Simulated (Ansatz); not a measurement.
## What uniaxial strain ε_zz = +2.62 % does to YB2C2

The parent structure is YB2C2 (space group P4_2/mmc, No. 131; a = 3.7806 Å, c = 7.0684 Å; a cell from a computed database, its experimental status unchecked). Axes: x, y, z lie along a, b, c of the conventional cell.

One thing is altered: uniaxial strain ε_zz = +2.62 %, all other strain components held at zero, atoms relaxed at fixed cell.

All numbers come from Ansatz (an electronic-structure program) PBEsol, without spin-orbit coupling. Γ-centred 12×12×7 mesh, Fermi–Dirac width 0.05 eV.

```json
[
 {"quantity": "volume per atom", "base": "10.10 Å³", "changed": "10.37 Å³", "shift": "+0.265 Å³"},
 {"quantity": "space group", "base": "P4_2/mmc (No. 131)", "changed": "P4_2/mmc (No. 131)", "shift": "–"},
 {"quantity": "energy relative to the base (free energy F)", "base": "0 meV/atom", "changed": "+4.5 meV/atom", "shift": "+4.5 meV/atom"},
 {"quantity": "pressure (mean of the normal stresses, compression positive)", "base": "0.0 GPa", "changed": "-2.4 GPa", "shift": "-2.4 GPa"},
 {"quantity": "band gap", "base": "zero", "changed": "zero", "shift": "–"},
 {"quantity": "stress (xx, yy, zz, yz, xz, xy; compression positive) (rough)", "base": "–", "changed": "(-1.0, -1.0, -5.3, 0.0, 0.0, 0.0) GPa", "shift": "–"}
]
```

Cost of the whole job for the changed cell (relaxation, final SCF and bands): about 2.2 core-minutes (a rough figure).

Without a gap, meshes like the base's 12×12×7 leave anisotropic stresses uncertain by several tenths of a GPa, and small strain energies with them. Stability against distortions was not tested. The final runs are not spin-polarised.
